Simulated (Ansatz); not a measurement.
End structure of a constructed model of the (110) surface of bcc W, a layer of Sc in place of the third plane (bottom of the slab: a bare face, its two planes held):

```xyz
6
Lattice="2.7577 0.0000 0.0000 -0.9192 2.6000 0.0000 0.0000 0.0000 27.5000" Properties=species:S:1:pos:R:3 pbc="T T T"
W      0.9192     1.3000     8.0729
W      0.0000     0.0000    10.3246
W      0.9192     1.3000    12.5577
Sc     0.0000     0.0000    15.0110
W      0.9192     1.3000    17.4922
W      0.0000     0.0000    19.6492
```

Model: 6-atom slab, 11.4 Å thick at the start with caps and adatoms (thin: gaps and levels are the slab's own), 14x14x1 mesh, Fermi-Dirac 0.1 eV, dipole correction, 2 atoms held, the rest relaxed; symmetry of the start imposed; no spin, no spin-orbit, no U. In PBE it lies 0.02 eV a 1x1 cell over the lowest computed structure of the same composition (a layer of Sc in place of the second plane).

Task: What work function of the top face does PBE (Ansatz, an electronic-structure program) give?

Result: 4.68 eV
